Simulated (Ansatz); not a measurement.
Amorphous In9Ga9Zn9O39Sc2, 68 atoms at 5.73 g/cm³, one PBE-relaxed geometry, zone centre. Methods: PBE, scalar-relativistic without spin-orbit coupling (Ansatz, a quantum-chemistry and plane-wave program); r2SCAN, scalar-relativistic without spin-orbit coupling (Ansatz); HSE06, scalar-relativistic without spin-orbit coupling (Ansatz). Plane waves to 420 eV (r2SCAN 500 eV); exact exchange is cut at the cell's faces. At PBE the levels at the filled edge of the gap are localised (band-tail or defect states). All rungs ran without spin polarisation.

Preparation: random packing, a CHGNet melt and quench, and a DFT relaxation. O atoms were pushed apart under 1.9 Å during the dynamics, to hinder bonds among them. The hot cell started wider than the set density and was brought back towards it in steps. It is the lowest in DFT energy of 2 quenches. It is a model cell: composition and starting density were chosen by hand, and all elements were melted together. No dispersion term was used. Its density started from a set value of 5.73 and ended at 5.73 g/cm³. The simulated quench (nominally 320 K/ps over its main leg) is rapid and tends to freeze in more defects than a deposited or slowly cooled glass has. A cell of this size samples the disorder only roughly. The volume was held where the preparation left it and the shape relaxed, at a PBE pressure of 3.2 GPa. Stress components on the final sampling reach 3.3 GPa.

The relaxation ran on the zone centre alone. At PBE the level gap is 1.20 eV on a 2×2×2 Γ-centred mesh, and the spacing at the zone centre alone 1.19 eV.

**Question.** What zone-centre spacing does r2SCAN give, roughly?

**Answer.** 1.65 eV (+0.46 eV against PBE).

**Question.** What zone-centre spacing does HSE06 give, roughly?

**Answer.** 2.74 eV (+1.54 eV against PBE).

The highest filled and the lowest empty state spread over these numbers of atoms (participation numbers): PBE: 10.6 and 60.8; r2SCAN: 10.0 and 60.1; HSE06: 7.8 and 59.2.
